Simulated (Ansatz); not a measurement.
zinc-blende CdTe: the defect Cd on the Te site (Cd_Te)

Method: PBE, PAW (plane waves to 420 eV; Ansatz, an electronic-structure program). The supercell holds 64 host sites (2×2×2 repeats of a cell of 8 atoms), with a 2×2×2 shifted k-point sampling for the final energies. Site at the start: the Te site. Finite-size correction: monopole term and site-potential alignment. Dielectric constants: PBE linear response of the host. Host gap at this level: 0.58 eV. A cell of this size leaves errors of a few tenths of an eV. The semilocal functional narrows the gap, so deep levels can fall outside it. Spin–orbit coupling is left out, which matters for these heavy elements. Each state is the lowest found from its start.

Formation energies E_f are given with the Fermi level at the valence-band maximum. Chemical conditions: Cd-rich (Δμ(Cd) = 0.00 eV, Δμ(Te) = -0.93 eV; only phases computed here count, gases as isolated molecules at 0 K); Te-rich (Δμ(Cd) = -0.93 eV, Δμ(Te) = 0.00 eV; only phases computed here count, gases as isolated molecules at 0 K). Reference phases: Cd: hcp Cd, Te: trigonal Te.

Charges with a result: +4, +3, +2, +1, 0. Others weren't obtained, and one of them could lie lower, also by skipping a charge.

```
charge         moment (μB)  largest move off a lattice site (Å)  image correction with alignment (eV)  E_f, Cd-rich (eV)  E_f, Te-rich (eV)
------  ------------------  -----------------------------------  ------------------------------------  -----------------  -----------------
+4†     not spin-polarised                                 0.53                                  1.24                  –                  –
+3†               quenched                                 0.53                                  0.77                  –                  –
+2      not spin-polarised                                 0.52                                  0.41               0.35               2.21
+1†                    1.0                                 0.22                                  0.10                  –                  –
0†      not spin-polarised                                 0.07                                  0.00               2.07               3.93
```

† Not settled in this cell, so no level is given: charge +4: a level filled in part, carriers not clearly localised, level within 0.1 eV of a band edge or past it; charge +3: a level filled in part, carriers not clearly localised, level within 0.1 eV of a band edge or past it; charge +1: carriers not clearly localised, level within 0.1 eV of a band edge or past it; charge 0: carriers not clearly localised, level within 0.1 eV of a band edge or past it.

Starting moments that weren't kept: charge +3 began with 1 μB and ended with 0.0.
